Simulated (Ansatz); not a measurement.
The starting structures come from a database of crystals and need not be the phases stable at ambient conditions.

**Evanescent states of Rb2NaYF6 (Fm-3m, not sure to be the ambient phase, 10 atoms a cell, 18.4 Å³ an atom, -3 GPa at this level) along the normal of (111)**

Calculation: r2SCAN (plane waves, PAW; Ansatz, a program for electronic structure).

The gap is the functional's own. No spin-orbit coupling. Mid-gap values are interpolated on the energy grid.

Energies count from the valence-band top; κ is the least over a 6×6 mesh across the current.

```
E (eV)  κ (1/Å)  where
------  -------  -----
0.17      0.303      Γ
0.49      0.398      Γ
0.82      0.455      Γ
1.16      0.494      Γ
1.49      0.521      Γ
1.81      0.539      Γ
2.15      0.551      Γ
2.48      0.558      Γ
2.81      0.560      Γ
3.13      0.559      Γ
3.46      0.553      Γ
3.79      0.544      Γ
4.12      0.532      Γ
4.46      0.516      Γ
4.79      0.497      Γ
5.12      0.473      Γ
5.45      0.445      Γ
5.78      0.411      Γ
6.11      0.370      Γ
6.43      0.319      Γ
6.76      0.252      Γ
7.09      0.149      Γ
```

How thick must the barrier be to attenuate the transmission by 10^8 when the electrodes' Fermi level lies at 2.48 eV, and what attenuation does that film give at 5.45 eV?

d = 8 ln 10 / (2 × 0.558) = 16.5 Å. At 5.45 eV it gives 8 × 0.445/0.558 = 6.4 decades.
